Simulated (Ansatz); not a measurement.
The starting structures come from a database of crystals and need not be the phases stable at ambient conditions.

Tunnelling through a barrier is set by its complex band structure: the current falls as exp(−2κd) with the smallest κ.

Given:

```
SnO2
1.0
    5.17526     0.00000     0.00000
    0.00000     7.31892     0.00000
    0.00000     3.65946     3.65946
Sn O
4 8
Direct
  0.50000   0.00000   0.50000
  0.00000   0.50000   0.00000
  0.50000   0.50000   0.50000
  0.00000   0.00000   0.00000
  0.16110   0.66110   0.50000
  0.83890   0.33890   0.50000
  0.66110   0.83890   0.00000
  0.33890   0.16110   0.00000
  0.83890   0.16110   0.17780
  0.16110   0.83890   0.82220
  0.33890   0.33890   0.32220
  0.66110   0.66110   0.67780
```

Space group of this cell: Pa-3. The cell is taken as given; by r2SCAN its mean pressure is -9.0 GPa.

Transport runs along the normal of the first two printed cell vectors, the (110) plane of the conventional cell.

The gap is the functional's own. No spin-orbit coupling. Mid-gap values are interpolated on the energy grid.

Problem. Compute, with r2SCAN run with Ansatz (a program for electronic structure), the band gap and the smallest decay constant κ at mid-gap.

Solution. Gap 1.11 eV on a 8×8×8 mesh; κ = 0.114 1/Å, at the zone centre.
